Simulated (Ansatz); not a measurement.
Start from HgS (space group P3_221, No. 154; a = 4.465 Å, c = 9.758 Å; made of chains).

Method: PBE in Ansatz (plane waves to 420 eV, PAW, spin-orbit coupling left out).

Strains are applied to the cell and any free atomic positions relax.

One change was made to it. Results:

| quantity | base | after |
|---|---|---|
| largest internal atomic displacement | – | 0.048 Å |
| band gap | 1.83 eV | 1.89 eV |

Question: Which change produced these results?
(A) isotropic strain +1.15 %
(B) isotropic strain +5.73 %
(C) isotropic strain +4.80 %

Answer: A, isotropic strain +1.15 %. For comparison, the band gap in the other runs: isotropic strain +5.73 % gives 2.01 eV; isotropic strain +4.80 % gives 2.01 eV.

With Hg present, leaving out spin-orbit coupling can change the band edges. Stability against distortions was not tested. No dispersion term is included, though the crystal is made of layers, chains or molecules, so its spacings can come out too wide.

Ansatz is a first-principles code.
